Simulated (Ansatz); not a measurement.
Si under load (space group Fd-3m), Ansatz (a quantum-chemistry and plane-wave program) with r2SCAN with spin-orbit coupling, rigid bands. Condition of this run: hydrostatic pressure of 3.6 GPa (compression positive) (the target of the relaxation). Band gap 0.68 eV, N_c = 2.91e19 cm⁻³ and N_v = 2.09e19 cm⁻³ at 300 K, conductivity masses of 0.279 mₑ (electrons) and 0.347 mₑ (holes). Take k_BT = 0.02585 eV.

Question: What thermal injection velocity √(2k_BT/πm) limits a ballistic channel?

Answer: 1.02e7 cm/s for electrons and 9.13e6 cm/s for holes, a ratio of √(m_h/m_e) = 1.12, for dilute carriers.

Question: What built-in voltage has an abrupt junction with N_A = 1e16 and N_D = 1e18 cm⁻³, all dopants ionised?

Answer: V_bi = E_g/e − (k_BT/e) ln(N_c N_v/(N_A N_D)) = 0.68 − 0.02585 × 11.02 = 0.40 V, for the computed gap.

Question: Find the intrinsic carrier density and the intrinsic Fermi level.

Answer: n_i = √(N_c N_v) exp(−E_g/2k_BT) = 2.47e19 × exp(−13.15) = 4.8e13 cm⁻³. The level lies (k_BT/2) ln(N_v/N_c) = -4 meV from mid-gap (positive towards the conduction band). Each 0.1 eV added to the gap lowers n_i by a factor of 6.9.

Rigid bands with the computed gap; masses take one relaxation time for all states. Geometry: cell and atoms relaxed with PBEsol.
